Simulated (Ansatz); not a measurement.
**hypothetical P6_3mc GeSe with two functionals, isotropic strain +5.03 %**

Consider GeSe in the wurtzite structure (space group P6_3mc, No. 186; a = 4.790 Å, c = 5.862 Å; a hypothetical phase, not in the database extracts checked).

(Cell as relaxed with PBE.)

Levels (all Ansatz, an electronic-structure program, PAW, earlier PAW set): PBE (420 eV, no spin-orbit coupling); PBEsol (420 eV, no spin-orbit coupling).

Each level relaxes its own structure.

```tsv
base	PBE	PBEsol
volume per atom	29.12 Å³	27.31 Å³
lattice parameter a	4.790 Å	4.710 Å
band gap	0.92 eV	0.54 eV
```

Now apply this change: an isotropic linear strain of +5.03 %, atoms relaxed at fixed cell.

| quantity | PBE | PBEsol |
|---|---|---|
| gap character | indirect, M–K (75 % along) → K–Γ (80 % along) | indirect, M–K (60 % along) → K–Γ (73 % along) |
| pressure (mean of the normal stresses, compression positive) | -3.40 GPa | -4.10 GPa |
| shift of the gap caused by the change | +0.21 eV | +0.49 eV |

PBE's pressure lies 0.70 GPa above PBEsol's; PBE's shift of the gap caused by the change lies 0.28 eV below PBEsol's; the two agree on the gap character. Neither level is exact; PBEsol is the comparison here, not a measurement.

No phonon test of stability was made.
